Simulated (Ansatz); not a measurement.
Worked example: self-consistent single point of PPd3 (Pnma, 16 atoms in the cell) in Ansatz (a quantum-chemistry and plane-wave program)

Level of theory: PBEsol, default PAW files made with PBE (plane waves; Ansatz).

The input file:

Ansatz 0.2 input:
```yaml
crystal:
  lattice:
    - [5.97100000, 0.00000000, 0.00000000]
    - [0.00000000, 7.44500000, 0.00000000]
    - [0.00000000, 0.00000000, 5.16600000]
  atoms:
    - { symbol: Pd, position: [0.02640000, 0.25000000, 0.87000000] }
    - { symbol: Pd, position: [0.47360000, 0.75000000, 0.37000000] }
    - { symbol: Pd, position: [0.52640000, 0.25000000, 0.63000000] }
    - { symbol: Pd, position: [0.97360000, 0.75000000, 0.13000000] }
    - { symbol: P, position: [0.88340000, 0.25000000, 0.45500000] }
    - { symbol: P, position: [0.61660000, 0.75000000, 0.95500000] }
    - { symbol: P, position: [0.38340000, 0.25000000, 0.04500000] }
    - { symbol: P, position: [0.11660000, 0.75000000, 0.54500000] }
    - { symbol: Pd, position: [0.17630000, 0.06360000, 0.33730000] }
    - { symbol: Pd, position: [0.32370000, 0.93640000, 0.83730000] }
    - { symbol: Pd, position: [0.67630000, 0.43640000, 0.16270000] }
    - { symbol: Pd, position: [0.82370000, 0.56360000, 0.66270000] }
    - { symbol: Pd, position: [0.82370000, 0.93640000, 0.66270000] }
    - { symbol: Pd, position: [0.67630000, 0.06360000, 0.16270000] }
    - { symbol: Pd, position: [0.32370000, 0.56360000, 0.83730000] }
    - { symbol: Pd, position: [0.17630000, 0.43640000, 0.33730000] }
kpoints:
  mp_grid:
    grid: [6, 5, 7]
hamiltonian:
  xc: pbesol
  pseudopotentials:
    kind: paw
scf:
  occupations:
    method: cold
    width: 0.05
output:
  forces: true
  eigenvalues: true
  stress: true
```

Output, abridged:

```
WARN basis.ecutwfc = 420 eV, the default
WARN ansatz: RAYON_NUM_THREADS=1 ignored (pool sized by the plan → 1); use --threads N
Pseudopotentials: kind: paw
Pseudopotential: Pd, paw, valence charge 18
Pseudopotential: P, paw, valence charge 5
Crystal: 16 atoms, lattice volume = 229.650 Å³
Basis set: ecut = 420 eV, 4467 PW (Γ), exchange–correlation on 80×100×72 points (8 copies of the dense FFT grid, shifted against one another)
Bands: 142, of which v1, the nominal top of the filled ones, is band 118 counted from 1 (117 counted from 0)
Symmetry: 8 space group operations
Space group: Pnma (ITA 62), of the structure as read, at distance tolerance 6.1e-5 Å
k-points: 48 of 210
PAW frozen core: Pd, regenerated for the run's functional, and the local potential with it
PAW frozen core: P, regenerated for the run's functional, and the local potential with it
Initial density: superposition of atomic densities (neutral atoms: chi_scale 0, normalization atom), corrected by the library's trained network
Initial wavefunctions: pseudopotential atomic-orbital guess
Eigensolver: davidson
Functional: x = pbesol(κ = 0.804, μ = 0.12345679012345678), c = pbesol(β = 0.046)
SCF iter   1: F=—  HF=-85848.535782 eV  |F-HF|=—  |Δ(HF+E_count)|=         —  Δρ=9.42e-3  dr2=1.72e-1  ethr=1.77e-3  ⟨swp⟩=6.0  Hψ=26328  notcnv=0  defer=34
all-band conjugate gradients solve this SCF's bands
preconditioner: auto → Kerker (q_TF=auto, 2.741 Å⁻¹)
SCF iter   2: F=—  HF=-85848.498545 eV  |F-HF|=—  |Δ(HF+E_count)|=   3.72e-2  S|Δr|=    0.00e0  Δρ=4.00e-3  dr2=3.12e-2  ethr=7.31e-5  ⟨swp⟩=3.0  Hψ=11579  notcnv=0  defer=800
SCF iter   3: F=—  HF=-85848.490942 eV  |F-HF|=—  |Δ(HF+E_count)|=   7.60e-3  S|Δr|=    0.00e0  Δρ=8.81e-4  dr2=1.97e-3  ethr=1.32e-5  ⟨swp⟩=2.0  Hψ=8922  notcnv=0  defer=800
SCF iter   4: F=—  HF=-85848.490544 eV  |F-HF|=—  |Δ(HF+E_count)|=   3.98e-4  S|Δr|=    0.00e0  Δρ=1.62e-4  dr2=1.19e-4  ethr=8.33e-7  ⟨swp⟩=2.0  Hψ=9352  notcnv=0  defer=800
SCF iter   5: F=—  HF=-85848.490516 eV  |F-HF|=—  |Δ(HF+E_count)|=   2.74e-5  S|Δr|=    0.00e0  Δρ=4.12e-5  dr2=5.11e-6  ethr=5.05e-8  ⟨swp⟩=2.0  Hψ=9362  notcnv=0  defer=800
SCF iter   6: F=—  HF=-85848.490144 eV  |F-HF|=—  |Δ(HF+E_count)|=   3.72e-4  S|Δr|=    0.00e0  Δρ=1.08e-5  dr2=2.60e-7  ethr=2.16e-9  ⟨swp⟩=2.0  Hψ=9171  notcnv=0  defer=800
SCF iter   7: F=-85848.490144 eV  HF=-85848.490144 eV  |F-HF|=2.96e-8  |Δ(HF+E_count)|=   5.28e-8  S|Δr|=    0.00e0  Δρ=3.92e-6  dr2=4.17e-8  ethr=4.24e-11  ⟨swp⟩=9.9  Hψ=30361  notcnv=0
SCF 1 converged in 7 iterations: F = -85848.490144 eV  dr2 = 4.17e-8
SCF converged after 7 iterations
Stability not checked (fill_not_monotonic)
Free energy (F): -85848.490144 eV
Harris-Foulkes:  -85848.490144 eV  (|F-HF|=2.96e-8)
Internal energy: -85848.491509 eV  (E = F + TS)
E sigma→0 (E₀):  -85848.490599 eV
Entropy (-TS):   0.001364 eV (0.085 meV/atom)
Fermi energy:    18.597400 eV
--- Per-component energies (eV) ---
  E_band       = -1857.608798
  E_kinetic    = 6471.080392
  E_local      = -23768.509983  (includes V_loc(G=0)·N_el)
  E_nonlocal   = 2766.367515
  E_hartree    = 9729.531657
  E_xc         = -2267.242587
  E_vxc        = -2791.686640  (∫ρ·V_xc dr)
  E_paw        = -46440.375885  (= ΣΔE_a)
  E_vpaw       = -3993.925175  (= ΣTr[D̂ρ^β])
  E_aug_tail   = 0.002349  (compensation charges beyond the density's cutoff)
  E_ewald      = -32343.159640
  E_core_change = 3.814673  (= ΣΔE_core)
  E_smearing   = 0.001364  (= −TS)
  E_closure    = -0.000000  (closes the sum)
  Σ components = -85848.490144   (vs F -85848.490144, Δ=0.00e0)
--- Forces (eV/Å), atoms counted from 1 ---
  atom   1  Pd     0.07282569     0.00000000    -0.01813082
  atom   2  Pd    -0.07282569     0.00000000    -0.01813082
  atom   3  Pd     0.07282569     0.00000000     0.01813082
  atom   4  Pd    -0.07282569     0.00000000     0.01813082
  atom   5  P     -0.14952657     0.00000000     0.14991980
  atom   6  P      0.14952657    -0.00000000     0.14991980
  atom   7  P     -0.14952657     0.00000000    -0.14991980
  atom   8  P      0.14952657    -0.00000000    -0.14991980
  atom   9  Pd    -0.00989502    -0.13814128     0.01207144
  atom  10  Pd     0.00989502     0.13814128     0.01207144
  atom  11  Pd    -0.00989502     0.13814128    -0.01207144
  atom  12  Pd     0.00989502    -0.13814128    -0.01207144
  atom  13  Pd     0.00989502     0.13814128    -0.01207144
  atom  14  Pd    -0.00989502    -0.13814128    -0.01207144
  atom  15  Pd     0.00989502    -0.13814128     0.01207144
  atom  16  Pd    -0.00989502     0.13814128     0.01207144
  max |Σ_I F_I| component: 3.12e-17 eV/Å
--- Stress (GPa, compression-positive) ---
       -0.731616      -0.000000       0.000000
       -0.000000      -1.037081      -0.000000
        0.000000      -0.000000      -1.196441
  P = ⅓ Tr σ = -0.9884 GPa (-9.884 kbar)
  The stress holds the Pulay correction. Without it, at fixed plane waves, as pw.x and ABINIT print it: P = -1.0425 GPa
--- Band table (eV; the first three rows and the last of 48) ---
  k-point 0: bands = ["-66.2103", "-66.2008", "-66.2005", "-66.1970", "-66.1943", "-66.1919", "-66.1883", "-66.1856", "-66.0217", "-66.0208", "-66.0199", "-66.0198", "-32.2178", "-32.1751", "-32.1705", "-32.1629", "-32.1625", "-32.1484", "-32.1239", [...]
  k-point 1: bands = ["-66.2097", "-66.2002", "-66.2002", "-66.1977", "-66.1945", "-66.1915", "-66.1890", "-66.1858", "-66.0217", "-66.0209", "-66.0198", "-66.0198", "-32.2128", "-32.1821", "-32.1731", "-32.1727", "-32.1502", "-32.1407", "-32.1292", [...]
  k-point 2: bands = ["-66.2079", "-66.1997", "-66.1992", "-66.1986", "-66.1952", "-66.1910", "-66.1905", "-66.1864", "-66.0216", "-66.0211", "-66.0198", "-66.0197", "-32.1995", "-32.1930", "-32.1845", "-32.1671", "-32.1400", "-32.1343", "-32.1340", [...]
  k-point 47: bands = ["-66.2020", "-66.2020", "-66.2005", "-66.2005", "-66.1917", "-66.1917", "-66.1901", "-66.1901", "-66.0206", "-66.0206", "-66.0205", "-66.0205", "-32.1770", "-32.1770", "-32.1652", "-32.1652", "-32.1469", "-32.1469", [...]
```

The run converged in 7 iterations.

The starting cell comes from a database of published, mostly measured structures (it also holds non-ambient and calculated ones), without a prior relaxation at this level. Spin polarisation is off. Ansatz's pressure includes its estimate of the finite-basis (Pulay) stress.

Cost on one core of a shared machine: roughly 60 s.
